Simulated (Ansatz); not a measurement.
The starting structures come from a database of crystals and need not be the phases stable at ambient conditions.

Tunnelling through a barrier is set by its complex band structure: the current falls as exp(−2κd) with the smallest κ.

Input:

```
InK2NaF6
1.0
    6.17416     0.00000     0.00000
    0.00000     6.17416     0.00000
    3.08708    -3.08708     4.36579
K Na In F
2 1 1 6
Direct
  0.25000   0.25000   0.50000
  0.75000   0.75000   0.50000
  0.50000   0.50000   0.00000
  0.00000   0.00000   0.00000
  0.24052   0.24052   0.00000
  0.75948   0.75948   0.00000
  0.75948   0.24052   0.00000
  0.24052   0.75948   0.00000
  0.75948   0.24052   0.48104
  0.24052   0.75948   0.51896
```

Space group of this cell: Fm-3m. The cell is taken as given; by PBEsol its mean pressure is -2.5 GPa.

Transport runs along the normal of the first two printed cell vectors, the (001) plane of the conventional cell.

The gap is the functional's own. No spin-orbit coupling. Mid-gap values are interpolated on the energy grid.

### Question
Compute, with PBEsol run with Ansatz (an electronic-structure program), the band gap and the smallest decay constant κ at mid-gap.

### Answer
Gap 5.14 eV on a 8×8×8 mesh; κ = 0.499 1/Å, at the zone centre.
